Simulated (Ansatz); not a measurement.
Consider Sc in the hcp (Mg type) structure (space group P6_3/mmc, No. 194; a = 3.319 Å, c = 5.166 Å).

Calculations: PBE, PAW, 420 eV (Ansatz, a first-principles code; no spin-orbit coupling), earlier PAW set.

For the base:

```
Quantity               Value
-------------------  -------
Lattice parameter a  3.319 Å
```

The change: every Sc is replaced by Lu; the structure is relaxed again.

Tabulated Pauling electronegativity and covalent radius: Sc 1.36, 1.70 Å; Lu 1.27, 1.87 Å.

Question: Predict the new lattice parameter a.

Answer: The lattice parameter a grows by 0.188 Å, from 3.319 Å to 3.507 Å.

No phonon test of stability was made. All final runs are without spin polarisation.
